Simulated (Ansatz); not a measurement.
# Several settings converged on Ge (P6_3/mmc, 4 atoms in the cell)

```yaml
crystal:
  lattice:
    - [3.97760, 0.00000, 0.00000]
    - [-1.98880, 3.44470, 0.00000]
    - [0.00000, 0.00000, 6.56638]
  atoms:
    - { symbol: Ge, position: [0.66667, 0.33333, 0.06290] }
    - { symbol: Ge, position: [0.33333, 0.66667, 0.93710] }
    - { symbol: Ge, position: [0.33333, 0.66667, 0.56290] }
    - { symbol: Ge, position: [0.66667, 0.33333, 0.43710] }
```

Base method: LDA (PW92), default PAW files made with PBE (plane waves; Ansatz, an electronic-structure program).

Base settings: basis.ecutwfc = 420 eV; kpoints.mp_grid.grid = 10 10 5; hamiltonian.xc = lda; hamiltonian.pseudopotentials = {kind: paw} (the program's default PAW files); scf.occupations.method = fermi_dirac; scf.occupations.width = 0.1 eV.

Core times come from one kind of shared machine, to one figure; runs under 30 s give none.

**Zone-centre phonons against the mesh**

In this ladder: phonons.method = dfpt.

Frequencies are those of the unrelaxed cell, without the LO-TO term of polar crystals.

Only quantities that move along the ladder and can be compared are tabulated.

| kpoints.mp_grid.grid | highest zone-centre frequency (cm⁻¹) | lowest optical frequency (cm⁻¹) | core time / last (rough) |
|---|---|---|---|
| 3 3 2 | 265.1 | 42.6 | – |
| 4 4 2 | 272.1 | 47.5 | – |
| 5 5 3 | 280.0 | 51.2 | 0.04 |
| 6 6 3 | 282.8 | 52.7 | 0.06 |
| 7 7 4 | 284.9 | 52.7 | 0.10 |
| 11 11 6 | 285.8 | 53.8 | 0.3 |
| 14 14 8 | 286.2 | 53.9 | 1 |

Coarsest kpoints.mp_grid.grid that holds the highest zone-centre frequency within 10 cm⁻¹ of the last step, with all finer ones: 5 5 3, at about 0.04 of the last step's time; the step before is off by 14 cm⁻¹.

Coarsest kpoints.mp_grid.grid that holds the lowest optical frequency within 1 cm⁻¹ of the last step, with all finer ones: 11 11 6, at about 0.3 of the last step's time; the step before is off by 1.1 cm⁻¹.

**The size of a vacancy's supercell**

On Ge (P6_3/mmc, 8 atoms in the cell), and larger cells.

Steps: 2 x 1 x 1 supercell, one Ge atom taken out, nothing relaxed; 2 x 2 x 1 supercell, one Ge atom taken out, nothing relaxed; and so on, with the mesh thinned in proportion.

Only quantities that move along the ladder and can be compared are tabulated.

```tsv
atoms	unrelaxed vacancy energy (eV)
8	2.470
16	2.520
32	2.502
```

Smallest size that holds the unrelaxed vacancy energy within 0.02 eV: not settled: the last two steps still differ by 0.018 eV, over half the tolerance, so the ladder does not show it.

On the base run: the starting cell comes from a database of computed structures (which also holds hypothetical and non-ambient phases and stackings), without a prior relaxation at this level. Its lattice was rescaled by up to half a per cent.

Keys are those of Ansatz 0.2.
